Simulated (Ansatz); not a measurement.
Amorphous In24O39W, 64 atoms at 6.53 g/cm³, one PBE-relaxed geometry, zone centre. Methods: PBE, scalar-relativistic without spin-orbit coupling (Ansatz, a program for electronic structure); r2SCAN, scalar-relativistic without spin-orbit coupling (Ansatz); HSE06, scalar-relativistic without spin-orbit coupling (Ansatz). Plane waves to 420 eV (r2SCAN 500 eV); exact exchange is cut at the cell's faces. At PBE the levels at the filled edge of the gap are localised (band-tail or defect states). All rungs ran without spin polarisation.

Preparation: random packing, a CHGNet melt and quench, and a DFT relaxation. O atoms were pushed apart under 1.9 Å during the dynamics, to hinder bonds among them. The hot cell started wider than the set density and was brought back towards it in steps. It is the lowest in DFT energy of 2 quenches. It is a model cell: composition and starting density were chosen by hand, and all elements were melted together. No dispersion term was used. Its density started from a set value of 6.53 and ended at 6.53 g/cm³. Cooling (nominally 220 K/ps over its main leg) ran many orders faster than in experiment, which tends to leave more defects and strain. Values belong to this one cell and scatter from quench to quench. The volume was held where the preparation left it and the shape relaxed, at a PBE pressure of 0.0 GPa. On a 2×2×2 Γ-centred mesh force components of up to 0.17 eV/Å stay, since the relaxation ran on the zone centre alone.

The relaxation ran on the zone centre alone. At PBE the level gap is 0.61 eV on a 2×2×2 Γ-centred mesh, and the spacing at the zone centre alone 0.61 eV.

Task: What zone-centre spacing does r2SCAN give, roughly?

Result: 1.05 eV (+0.43 eV against PBE).

Task: What zone-centre spacing does HSE06 give, roughly?

Result: 1.99 eV (+1.38 eV against PBE).

The highest filled and the lowest empty state spread over these numbers of atoms (participation numbers): PBE: 6.9 and 59.3; r2SCAN: 6.5 and 58.9; HSE06: 6.9 and 58.8.
